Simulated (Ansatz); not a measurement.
# Effect of biaxial strain +4.95 %, plane normal [001], relaxed out of plane on hypothetical CdI2 type PbO2

Base system: PbO$_{2}$ in the CdI2 type structure (space group P-3m1, No. 164; a = 3.405 Å, c = 4.489 Å; a hypothetical phase, not in the database extracts checked; layered, stacked along the Cartesian z axis). Axes: x lies along a and z along c of the hexagonal cell.

Now apply this change: tensile biaxial strain of 4.95 % in the plane normal to [001], as in epitaxy on a mismatched substrate; the out-of-plane cell vector and the atoms relax.

Calculations: DFT with PBE-D3(BJ), PAW potentials and a 420 eV plane-wave cutoff in Ansatz (a quantum-chemistry and plane-wave program), no SOC. k-mesh 11×11×7 (Γ-centred); smearing 0.05 eV (Fermi–Dirac).

Volume per atom: 15.64 Å³ (base 15.02 Å³)
Space group: P-3m1 (No. 164) (base P-3m1 (No. 164))
Shortest interatomic distance: 2.285 Å (base 2.233 Å)
Pressure (mean of the normal stresses, compression positive): -7.2 GPa (base 0.0 GPa)
Band gap: zero (base 0.31 eV)
Out-of-plane strain: -5.46 % (rough)
Mean in-plane stress (compression positive): -10.9 GPa (rough)

Final structure (turned so that z lies along the plane normal):

```yaml
crystal:
  lattice:
    - [3.57322, 0.00000, 0.00000]
    - [1.78661, 3.09450, 0.00000]
    - [0.00000, 0.00000, 4.24364]
  atoms:
    - { symbol: Pb, position: [0.00000, 0.00000, 0.00000] }
    - { symbol: O, position: [0.33333, 0.33333, 0.23174] }
    - { symbol: O, position: [0.66667, 0.66667, 0.76826] }
```

A case with no gap was solved on a k-mesh chosen for an insulator, which is coarse for it. Without a gap, meshes like the base's 11×11×7 leave anisotropic stresses uncertain by several tenths of a GPa, and small strain energies with them. Spin-orbit coupling, missing from the scalar runs, can matter with Pb. Stability against distortions was not tested. The final runs are not spin-polarised. The zero or small gap of PbO2 under biaxial strain +4.95 %, plane normal [001], relaxed out of plane can change with the level of theory.
